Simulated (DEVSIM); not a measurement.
abrupt Si n-p junction

Structure: abrupt Si n-p junction, at 250 K.

| layer (left to right) | material | thickness (μm) | Nd (cm⁻³) | Na (cm⁻³) | τn (s) | τp (s) |
|---|---|---|---|---|---|---|
| 1 | Si | 23.0 | 5.2e18 | - | 2e-7 | 2e-7 |
| 2 | Si | 200 | - | 7.6e16 | 2e-7 | 2e-7 |

Left contact: ohmic. Right contact: ohmic. Voltage is applied to the left contact. Recombination: SRH at mid-gap, Auger. Gap narrowing is on: ΔEg = 6.92 meV × (l + √(l² + 0.5)), l = ln(N/1.3e17 cm⁻³), shared equally by both band edges. Mobility is μmin + (μ − μmin)/(1 + (N/Nref)^α).

This is a model device: material constants are rounded textbook-type values typed into the input, and sizes, dopings and lifetimes were drawn at random. Values at 300 K; Nc and Nv go as T^1.5, mobilities as T to minus their exponent, the gap by Varshni's rule with the affinity fixed.

```csv
parameter,Si
gap (eV),1.124
affinity (eV),4.05
permittivity,11.7
Nc (cm⁻³),2.86e19
Nv (cm⁻³),3.1e19
μn (cm²/Vs),1417
μp (cm²/Vs),470
"μn,min",52
"μp,min",45
"Nref,n",9.7e16
"Nref,p",2.2e17
αn,0.68
αp,0.72
T exponent of μn,2.3
T exponent of μp,2.2
Cn (cm⁶/s),2.8e-31
Cp (cm⁶/s),9.9e-32
Varshni α (eV/K),0.000473
Varshni β (K),636
```

Simulated with DEVSIM: 1D drift-diffusion, Boltzmann statistics, complete ionisation; no tunnelling, impact ionisation, image-force lowering or self-heating.

The potential step across the device at zero bias is 0.955 V and the largest field in the device at zero bias is 150000 V/cm. The dark forward voltage at 1 A/cm² is 0.785 V and the dark forward voltage at 100 A/cm² is 1.141 V.

Dark forward current:

(V (V), J (A/cm²)): (-0.05, -5.8e-11); (-0.10, -2.3e-10); (-0.15, -8.1e-10); (-0.20, -2.7e-9); (-0.30, -3.1e-8); (-0.35, -1.0e-7); (-0.40, -3.7e-7); (-0.45, -1.4e-6); (-0.50, -6.2e-6); (-0.55, -3.6e-5); (-0.60, -0.00028); (-0.70, -0.024); (-0.75, -0.24); (-0.80, -1.9); (-0.85, -8.1); (-0.90, -19); (-0.95, -33); (-1.05, -65); (-1.10, -84); (-1.15, -100); (-1.20, -130); (-1.25, -150); (-1.30, -170); (-1.35, -200); (-1.45, -260); (-1.50, -290); (-1.55, -330); (-1.60, -370)

Dark reverse current:

```
V (V)  J (A/cm²)
-----  ---------
0.04     2.1e-11
0.10     4.2e-11
0.20     7.1e-11
0.30     9.8e-11
0.40     1.2e-10
0.60     1.7e-10
0.80     2.1e-10
1.00     2.5e-10
1.30     3.0e-10
1.60     3.5e-10
```
